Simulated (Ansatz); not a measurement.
Base system: SiC (space group P6_3mc, No. 186; a = 3.078 Å, c = 10.077 Å). Axes: x lies along a and z along c of the hexagonal cell.

Level of theory: r2SCAN, PAW, 500 eV (Ansatz, an electronic-structure program; scalar-relativistic without spin-orbit coupling), earlier PAW set.

Strains are applied to the cell and any free atomic positions relax; under biaxial strain the out-of-plane vector relaxes too.

One change was made to it. Results:

| quantity | base | after |
|---|---|---|
| pressure (mean of the normal stresses, compression positive) | 0.00 GPa | -2.97 GPa |
| band gap | 2.60 eV | 2.24 eV |
| valence-band top at Γ (three highest levels, from the VBM) | 0.00, 0.00, -0.05 eV | 0.00, -0.16, -0.45 eV |

Q: Which of these changes matches the shifts?
(A) tensor shear ε_xz = +1.93 %
(B) uniaxial strain ε_zz = −1.73 %
(C) biaxial strain −1.66 %, plane normal [001], relaxed out of plane
(D) strain tensor (xx, yy, zz, yz, xz, xy) = (+0.37, −0.58, +1.66, −0.30, −2.12, +1.21) %

A: D, strain tensor (xx, yy, zz, yz, xz, xy) = (+0.37, −0.58, +1.66, −0.30, −2.12, +1.21) %. For comparison, the band gap in the other runs: uniaxial strain ε_zz = −1.73 % gives 2.59 eV; tensor shear ε_xz = +1.93 % gives 2.40 eV; biaxial strain −1.66 %, plane normal [001], relaxed out of plane gives 2.47 eV.

Stability against distortions was not tested.
